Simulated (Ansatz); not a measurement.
A self-consistent single point of Nb3PbS6 (P6_3/mcm, 20 atoms in the cell) with Ansatz (an electronic-structure program).

Level of theory: LDA (PW92), default PAW files made with PBE (plane waves; Ansatz).

```
Nb3PbS6
1.0
    5.86467     0.00000     0.00000
   -2.93234     5.07895     0.00000
    0.00000     0.00000    14.87637
Nb Pb S
6 2 12
Cartesian
  0.00000   0.00000   3.71909
  0.00000   0.00000  11.15728
  2.93234   1.69298  11.15728
  0.00000   3.38597   3.71909
  2.93234   1.69298   3.71909
  0.00000   3.38597  11.15728
  0.00000   0.00000   7.43818
  0.00000   0.00000   0.00000
 -1.94701   3.37232   9.60508
 -0.98532   1.70663   5.27129
  1.97065   0.00000   2.16689
  3.89402   0.00000  12.70948
  0.98532   1.70663   9.60508
  1.94701   3.37232   5.27129
 -0.98532   1.70663   2.16689
 -1.94701   3.37232  12.70948
  3.89402   0.00000   9.60508
  1.97065   0.00000   5.27129
  1.94701   3.37232   2.16689
  0.98532   1.70663  12.70948
```

Reference input (self-consistent single point, DFT, LDA (PW92), plane waves, default PAW files made with PBE): basis.ecutwfc = 420 eV; kpoints.mp_grid.grid = 4 4 2; hamiltonian.xc = lda; hamiltonian.pseudopotentials = {kind: paw} (the program's default PAW files); scf.occupations.method = gaussian; scf.occupations.width = 0.05 eV. This run's input differs from it in these lines:

Ansatz 0.2 input:
```diff
@@ -30,3 +30,3 @@
 kpoints:
-  mp_grid: { grid: [4, 4, 2] }
+  mp_grid: { grid: [6, 6, 3] }
 hamiltonian:
```

Output (repeated stretches shortened):

```
SCF iter   1: F=—  HF=-60317.376208 eV  |F-HF|=—  |Δ(HF+E_count)|=         —  Δρ=6.52e-3  dr2=1.31e-1  ethr=1.77e-3  ⟨swp⟩=6.1  Hψ=6042  notcnv=0  defer=3
all-band conjugate gradients solve this SCF's bands
preconditioner: auto → LDOS
SCF iter   2: F=—  HF=-60317.361099 eV  |F-HF|=—  |Δ(HF+E_count)|=   1.51e-2  Δρ=1.49e-3  dr2=8.33e-3  ethr=7.38e-5  ⟨swp⟩=2.0  Hψ=2577  notcnv=0  defer=134
   [... lines left out ...]
SCF iter   5: F=—  HF=-60317.358613 eV  |F-HF|=—  |Δ(HF+E_count)|=   1.54e-5  Δρ=6.30e-5  dr2=4.38e-5  ethr=1.02e-7  ⟨swp⟩=2.0  Hψ=1958  notcnv=0  defer=134
SCF iter   6: F=—  HF=-60317.358411 eV  |F-HF|=—  |Δ(HF+E_count)|=   2.02e-4  Δρ=2.11e-5  dr2=4.20e-6  ethr=2.46e-8  ⟨swp⟩=2.0  Hψ=1883  notcnv=0  defer=134
SCF iter   7: F=—  HF=-60317.358410 eV  |F-HF|=—  |Δ(HF+E_count)|=   5.20e-7  Δρ=7.51e-6  dr2=3.04e-7  ethr=2.36e-9  ⟨swp⟩=2.0  Hψ=1950  notcnv=0  defer=134
SCF iter   8: F=-60317.358410 eV  HF=-60317.358410 eV  |F-HF|=2.53e-8  |Δ(HF+E_count)|=   3.20e-8  Δρ=2.48e-6  dr2=3.79e-8  ethr=5.62e-11  ⟨swp⟩=9.5  Hψ=6711  notcnv=0
SCF 1 converged in 8 iterations: F = -60317.358410 eV  dr2 = 3.79e-8
Free energy (F): -60317.358410 eV
Internal energy: -60317.341779 eV  (E = F + TS)
E sigma→0 (E₀):  -60317.350095 eV
Entropy (-TS):   -0.016631 eV (-0.832 meV/atom)
Fermi energy:    8.520962 eV
--- Forces (eV/Å), atoms counted from 1 ---
  atom   1  Nb    -0.00000000     0.00000000     0.00000000
  atom   2  Nb     0.00000000     0.00000000     0.00000000
  atom   3  Nb     0.00000000     0.00000000     0.00000000
  atom   4  Nb    -0.00000000    -0.00000000     0.00000000
  atom   5  Nb    -0.00000000     0.00000000     0.00000000
  atom   6  Nb     0.00000000    -0.00000000     0.00000000
  atom   7  Pb    -0.00000000    -0.00000000     0.00000000
  atom   8  Pb    -0.00000000     0.00000000     0.00000000
   [... lines left out ...]
  atom  20  S     -0.03093259    -0.05357681    -0.50519702
--- Stress (GPa, compression-positive) ---
       -6.256181       0.000000      -0.000000
        0.000000      -6.256181      -0.000000
       -0.000000      -0.000000      -5.809602
  P = ⅓ Tr σ = -6.1073 GPa (-61.073 kbar)
  The stress holds the Pulay correction. Without it, at fixed plane waves, as pw.x and ABINIT print it: P = -6.1200 GPa
```

The run converged in 8 iterations. Against the reference run the free energy goes up by 3.0 meV/atom, the pressure moves little (-6.14 to -6.11 GPa) and the largest force goes from 0.537 to 0.509 eV/Å.

The starting cell comes from a database of computed structures (which also holds hypothetical and non-ambient phases and stackings), without a prior relaxation at this level. Spin-orbit coupling is off. Spin polarisation is off. With a pressure of about -6 GPa the cell is away from its equilibrium volume at this level. Ansatz's pressure includes its estimate of the finite-basis (Pulay) stress.

Cost on one core of a shared machine: roughly 30 s.
